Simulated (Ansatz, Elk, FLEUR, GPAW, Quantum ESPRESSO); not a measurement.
# Yb (Fm-3m, 1 atom in the cell) computed with different codes at matched settings

Self-consistent single point, at a second geometry (lattice scaled by 0.98). First geometry:

```yaml
crystal:
  lattice:
    - [0.00000, 2.69452, 2.69452]
    - [2.69452, 0.00000, 2.69452]
    - [2.69452, 2.69452, 0.00000]
  atoms:
    - { symbol: Yb, position: [0.00000, 0.00000, 0.00000] }
```

Shared settings, as Ansatz (a first-principles code) writes them: kpoints.mp_grid.grid = 9 9 9; scf.occupations.method = fermi_dirac; scf.occupations.width = 0.1 eV. Potentials and cutoffs stand in the table.

| code | model | ΔF from the first geometry (meV/atom) | pressure (GPa) | cutoff |
|---|---|---|---|---|
| Quantum ESPRESSO | PBE, SSSP 1.1.2 precision (PBE) pseudopotentials | -23.7 | -1.22 | 65 Ry |
| FLEUR | PBE, all-electron FLAPW (FLEUR), scalar-relativistic valence | -13.7 | – | Kmax 3.8 1/bohr |
| GPAW | PBE, GPAW PAW datasets PBE (gpaw-data 1.0.1) | -10.3 | -0.29 | 850 eV |
| Elk | PBE, all-electron FP-LAPW, Elk's shipped species files, APW+lo basis with extra local orbitals | -25.5 | – | rgkmax 7.5 |
| Ansatz | PBE, default PAW files | -13.6 | -0.51 | default |

A dash marks a value that a program does not give, or that is left out as unsure.

On Ansatz's run: spin-orbit coupling is off. Spin polarisation is off.

The spread over the programs that give each value: ΔF from the first geometry within 15.2 meV/atom; pressure within 0.93 GPa.

FLEUR and Elk treat all electrons, but the usual bases taken here (sphere radii, linearisation, local orbitals, empty states) were not tested for convergence, so the values are no reference for the others. Ansatz's pressure is given at a fixed set of plane waves, as the other plane-wave codes print theirs; with its correction for the finite basis it is -0.47 GPa.

The starting cell has typed, rounded lattice constants, without a prior relaxation at this level. Its lattice was rescaled by a random factor within 2.5 % of one. For this run, on top of that: lattice scaled by 0.98.

Keys are those of Ansatz 0.2.
